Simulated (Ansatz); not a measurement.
## Effect of biaxial strain −3.00 %, plane normal [001], relaxed out of plane on Y

The parent structure is Y in the hcp (Mg type) structure (space group P6_3/mmc, No. 194; a = 3.652 Å, c = 5.703 Å; relaxed with 0.1 eV smearing). Axes: x lies along a and z along c of the hexagonal cell.

It is then changed as follows: compressive biaxial strain of 3.00 % in the plane normal to [001], as in epitaxy on a mismatched substrate; the out-of-plane cell vector and the atoms relax.

Calculations: PBE (Ansatz, an electronic-structure program), spin-orbit coupling left out. k-mesh 18×18×10 (Γ-centred); smearing 0.1 eV (Fermi–Dirac).

| quantity | base | changed | shift |
|---|---|---|---|
| volume per atom | 32.94 Å³ | 31.55 Å³ | -1.396 Å³ |
| space group | P6_3/mmc (No. 194) | P6_3/mmc (No. 194) | – |
| shortest interatomic distance | 3.546 Å | 3.543 Å | -0.0037 Å |
| pressure (mean of the normal stresses, compression positive) | 0.0 GPa | 1.8 GPa | +1.8 GPa |
| band gap | zero | zero | – |
| out-of-plane strain | – | +1.78 % | – |
| ratio −ε⊥/ε∥ | – | 0.59 | – |
| mean in-plane stress (compression positive) | – | +2.8 GPa | – |

Whether these cells are dynamically stable was not tested. All final runs are without spin polarisation.
